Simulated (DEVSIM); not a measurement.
illuminated GaAs p-on-n cell, one wavelength

Structure: illuminated GaAs p-on-n cell, one wavelength, at 300 K.

```
layer (left to right)  material  thickness (μm)  Nd (cm⁻³)  Na (cm⁻³)   τn (s)   τp (s)  absorption coefficient (cm⁻¹)
---------------------  --------  --------------  ---------  ---------  -------  -------  -----------------------------
1                          GaAs           0.210          -       9e17  4.1e-11  1.6e-10                          13000
2                          GaAs            1.60     1.5e15          -   1.1e-9   1.1e-9                          13000
```

Left contact: ohmic, minority electron recombination velocity 2e6 cm/s. Right contact: ohmic, minority hole recombination velocity 1e5 cm/s. Voltage is applied to the left contact. Recombination: SRH at mid-gap, radiative, Auger. Light enters at the left, 1.8e17 photons cm⁻² s⁻¹, one pass, no reflection. Mobility is μmin + (μ − μmin)/(1 + (N/Nref)^α).

This is a model device: material constants are rounded textbook-type values typed into the input, and sizes, dopings and lifetimes were drawn at random. Values at 300 K.

| parameter | GaAs |
|---|---|
| gap (eV) | 1.424 |
| affinity (eV) | 4.07 |
| permittivity | 12.9 |
| Nc (cm⁻³) | 4.7e17 |
| Nv (cm⁻³) | 9e18 |
| μn (cm²/Vs) | 8500 |
| μp (cm²/Vs) | 400 |
| μn,min | 500 |
| μp,min | 20 |
| Nref,n | 6e16 |
| Nref,p | 1.5e17 |
| αn | 0.39 |
| αp | 0.38 |
| B (cm³/s) | 2e-10 |
| Cn (cm⁶/s) | 1e-30 |
| Cp (cm⁶/s) | 1e-30 |

Model (solved in DEVSIM): 1D drift-diffusion, Boltzmann statistics, complete ionisation; no tunnelling, impact ionisation, image-force lowering or self-heating.

The potential step across the device at zero bias is 1.216 V, the largest field in the device at zero bias comes out as 52000 V/cm and the dark forward voltage at 1 A/cm² comes out as 0.959 V. The dark forward voltage at 100 A/cm² is 1.124 V and the short-circuit current is 23.7 mA/cm². The open-circuit voltage is 0.821 V. The fill factor comes out as 0.75 and the largest power is 14.5 mW/cm². The share of generated pairs collected at short circuit is 0.906.

Dark forward current:

(V (V), J (A/cm²)): (0.05, 1.7e-9); (0.15, 1.8e-8); (0.25, 1.3e-7); (0.35, 1.0e-6); (0.40, 2.7e-6); (0.50, 2.1e-5); (0.60, 0.00016); (0.70, 0.0013); (0.80, 0.013); (0.90, 0.17); (0.95, 0.76); (1.05, 15); (1.15, 190); (1.25, 2200)

Current under light (generator sign):

```json
[
 {"V (V)": "0.00", "J (mA/cm²)": "23.7"},
 {"V (V)": "0.12", "J (mA/cm²)": "23.5"},
 {"V (V)": "0.26", "J (mA/cm²)": "23.3"},
 {"V (V)": "0.40", "J (mA/cm²)": "23.0"},
 {"V (V)": "0.54", "J (mA/cm²)": "22.5"},
 {"V (V)": "0.68", "J (mA/cm²)": "21.2"},
 {"V (V)": "0.70", "J (mA/cm²)": "20.7"},
 {"V (V)": "0.72", "J (mA/cm²)": "19.9"},
 {"V (V)": "0.74", "J (mA/cm²)": "18.6"},
 {"V (V)": "0.76", "J (mA/cm²)": "16.7"},
 {"V (V)": "0.78", "J (mA/cm²)": "13.7"},
 {"V (V)": "0.80", "J (mA/cm²)": "8.78"},
 {"V (V)": "0.82", "J (mA/cm²)": "0.689"},
 {"V (V)": "0.84", "J (mA/cm²)": "-12.9"}
]
```
